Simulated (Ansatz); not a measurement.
CsCl-type NaCl (model structure) (like a known high-pressure phase), treated with PBEsol in Ansatz (PAW).

Settings: plane-wave cutoff 500 eV, 10×10×10 k mesh, gaussian smearing 0.02 eV, scalar-relativistic PAW data made under PBE.

Cell (relaxed at this level):

```yaml
crystal:
  lattice:
    - [3.44679, 0.00000, 0.00000]
    - [0.00000, 3.44679, 0.00000]
    - [0.00000, 0.00000, 3.44679]
  atoms:
    - { symbol: Na, position: [0.00000, 0.00000, 0.00000] }
    - { symbol: Cl, position: [0.50000, 0.50000, 0.50000] }
```

Question: Predict the band gap.

Answer: 
band gap: 4.00 eV (on the SCF k mesh)

A model structure was made by putting elements into a prototype or built by hand; it is no filed structure, need not be a known phase, and can be a saddle point held by its symmetry.

Ansatz is a quantum-chemistry and plane-wave program.
